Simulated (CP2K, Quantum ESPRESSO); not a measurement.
A Quantum ESPRESSO input for a self-consistent single point of NiS (R3m, 6 atoms in the cell) (DFT, LDA (PZ), plane waves, PSlibrary ultrasoft (LDA) pseudopotentials):

```fortran
&CONTROL
  calculation = 'scf'
  prefix = 'scf'
  outdir = './work'
  pseudo_dir = './'
  tprnfor = .true.
  tstress = .true.
/
&SYSTEM
  ibrav = 5
  celldm(1) = 10.6350793377
  celldm(4) = -0.447774762709
  nat = 6
  ntyp = 2
  ecutwfc = 50
  ecutrho = 300
  occupations = 'smearing'
  smearing = 'fd'
  degauss = 0.0099958
/
&ELECTRONS
  conv_thr = 1.0d-10
  mixing_beta = 0.3
/
ATOMIC_SPECIES
Ni    58.6934  Ni.pz-n-rrkjus_psl.1.0.0.UPF
S     32.0600  S.pz-n-rrkjus_psl.1.0.0.UPF
ATOMIC_POSITIONS {crystal}
Ni    0.6596400000    0.3968900000    0.3968900000
Ni    0.3968900000    0.6596400000    0.3968900000
Ni    0.3968900000    0.3968900000    0.6596400000
S     0.7834900000    0.1192650000    0.1192650000
S     0.1192650000    0.7834900000    0.1192650000
S     0.1192650000    0.1192650000    0.7834900000
K_POINTS {automatic}
7 7 7  0 0 0
```

**Question.** Write the same calculation as an input for CP2K.

**Answer.** This is the input that was run; spellings and numerical settings could be chosen otherwise.

```
&GLOBAL
  PROJECT nis
  RUN_TYPE ENERGY_FORCE
  PRINT_LEVEL LOW
&END GLOBAL
&FORCE_EVAL
  METHOD Quickstep
  STRESS_TENSOR ANALYTICAL
  &DFT
    BASIS_SET_FILE_NAME BASIS_MOLOPT
    POTENTIAL_FILE_NAME GTH_POTENTIALS
    &QS
      METHOD GPW
      EPS_DEFAULT 1E-10
    &END QS
    &MGRID
      CUTOFF 600
      REL_CUTOFF 50
      NGRIDS 5
    &END MGRID
    &SCF
      SCF_GUESS ATOMIC
      EPS_SCF 1E-6
      MAX_SCF 100
      ADDED_MOS 12
      &DIAGONALIZATION
        ALGORITHM STANDARD
      &END DIAGONALIZATION
      &MIXING
        METHOD BROYDEN_MIXING
        ALPHA 0.2
        NBUFFER 8
      &END MIXING
      &SMEAR ON
        METHOD FERMI_DIRAC
        ELECTRONIC_TEMPERATURE [K] 1578.21
      &END SMEAR
    &END SCF
    &KPOINTS
      SCHEME MONKHORST-PACK 7 7 7
    &END KPOINTS
    &XC
      &XC_FUNCTIONAL PADE
      &END XC_FUNCTIONAL
    &END XC
    &PRINT
      &MO
        EIGENVALUES T
        OCCUPATION_NUMBERS T
        NDIGITS 8
        FILENAME mo
        &EACH
          QS_SCF 0
        &END EACH
        ADD_LAST NUMERIC
      &END MO
      &MULLIKEN OFF
      &END MULLIKEN
    &END PRINT
  &END DFT
  &SUBSYS
    &CELL
      A 5.62784200 0.00000000 0.00000000
      B -2.52000500 5.03211400 0.00000000
      C -2.52000600 -4.08031700 2.94502800
      PERIODIC XYZ
    &END CELL
    &COORD
      Ni       1.71201973     0.37775871     1.16885216
      Ni      -0.42882707     1.69994666     1.16885216
      Ni      -0.42882733    -0.69434458     1.94265827
      S        3.80826102     0.11351607     0.35123876
      S       -1.60374266     3.45597199     0.35123876
      S       -1.60374332    -2.59673249     2.30739999
    &END COORD
    &KIND Ni
      BASIS_SET DZVP-MOLOPT-SR-GTH-q18
      POTENTIAL GTH-PADE-q18
    &END KIND
    &KIND S
      BASIS_SET DZVP-MOLOPT-SR-GTH-q6
      POTENTIAL GTH-PADE-q6
    &END KIND
  &END SUBSYS
  &PRINT
    &FORCES ON
    &END FORCES
    &STRESS_TENSOR ON
    &END STRESS_TENSOR
  &END PRINT
&END FORCE_EVAL
```

Basis settings and potentials, where a program has them, do not carry over. This input uses DFT LDA (Pade form), GPW, DZVP-MOLOPT-SR-GTH basis, GTH-PADE potentials (GTH_POTENTIALS). LDA parametrisations can differ slightly between programs.

The starting cell comes from a database of computed structures (which also holds hypothetical and non-ambient phases and stackings), without a prior relaxation at this level. Its lattice was rescaled by a random factor within 2.5 % of one.
